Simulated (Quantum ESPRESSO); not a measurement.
A self-consistent single point of MgTl (P4mm, 2 atoms in the cell) with Quantum ESPRESSO.

Computed with LDA (PZ), GBRV 1.5 ultrasoft (LDA) pseudopotentials (plane waves; Quantum ESPRESSO).

```
MgTl
1.0
    3.61961     0.00000     0.00000
    0.00000     3.61961     0.00000
    0.00000     0.00000     3.61961
Mg Tl
1 1
Cartesian
  0.00000   0.00000   0.05000
  1.80981   1.80981   1.80981
```

Reference input (self-consistent single point, DFT, LDA (PZ), plane waves, GBRV 1.5 ultrasoft (LDA) pseudopotentials): ecutwfc = 40 Ry; ecutrho = 200 Ry; occupations = smearing; smearing = gaussian; degauss = 0.0073499 Ry; potentials = {Mg: mg_lda_v1.4.uspp.F.UPF, Tl: tl_lda_v1.2.uspp.F.UPF}; K_POINTS = automatic 7 7 7 0 0 0; conv_thr = 1e-10 Ry. This run's input differs from it in these lines:

```diff
@@ -21,3 +21,3 @@
 &electrons
-    conv_thr = 1.0d-10
+    conv_thr = 7.3e-05
 /
```

Output (repeated stretches shortened):

```
     Self-consistent Calculation

     iteration #  1     ecut=    40.00 Ry     beta= 0.70

     Threshold (ethr) on eigenvalues was too large:
     Diagonalizing with lowered threshold

     negative rho (up, down):  4.961E-02 0.000E+00

     total energy              =    -269.91636006 Ry
     estimated scf accuracy    <       0.09816381 Ry

     iteration #  2     ecut=    40.00 Ry     beta= 0.70

     negative rho (up, down):  5.067E-02 0.000E+00

     total energy              =    -269.94105333 Ry
     estimated scf accuracy    <       0.00756017 Ry

     iteration #  3     ecut=    40.00 Ry     beta= 0.70

     negative rho (up, down):  5.101E-02 0.000E+00

     total energy              =    -269.94226108 Ry
     estimated scf accuracy    <       0.00027192 Ry

     iteration #  4     ecut=    40.00 Ry     beta= 0.70

     negative rho (up, down):  5.114E-02 0.000E+00
     End of self-consistent calculation

     the Fermi energy is     9.1275 ev

!    total energy              =    -269.94230526 Ry
     estimated scf accuracy    <       0.00001388 Ry
     smearing contrib. (-TS)   =      -0.00011264 Ry
     internal energy E=F+TS    =    -269.94219263 Ry

     convergence has been achieved in   4 iterations

     negative rho (up, down):  5.114E-02 0.000E+00

     Forces acting on atoms (cartesian axes, Ry/au):

     atom    1 type  1   force =     0.00000000    0.00000000   -0.00257447
     atom    2 type  2   force =     0.00000000    0.00000000    0.00257447

     Total force =     0.003641     Total SCF correction =     0.000555
     SCF correction compared to forces is large: reduce conv_thr to get better values

     negative rho (up, down):  5.114E-02 0.000E+00
          total   stress  (Ry/bohr**3)                   (kbar)     P=      -53.22
  -0.00036135   0.00000000   0.00000000          -53.16        0.00        0.00
   0.00000000  -0.00036135   0.00000000            0.00      -53.16        0.00
   0.00000000   0.00000000  -0.00036261            0.00        0.00      -53.34

   JOB DONE.
```

The run converged in 4 iterations. Against the reference run the free energy stays essentially unchanged (within 1 meV/atom), the pressure goes from -3.42 to -5.32 GPa and the largest force goes from 0.074 to 0.066 eV/Å. The full log also holds: “SCF correction compared to forces is large: reduce conv_thr to get better values”.

The starting cell comes from a database of computed structures (which also holds hypothetical and non-ambient phases and stackings), without a prior relaxation at this level. Its lattice was rescaled by up to half a per cent. One atom was moved a little off its site on purpose. With a pressure of about -5 GPa the cell is away from its equilibrium volume at this level.
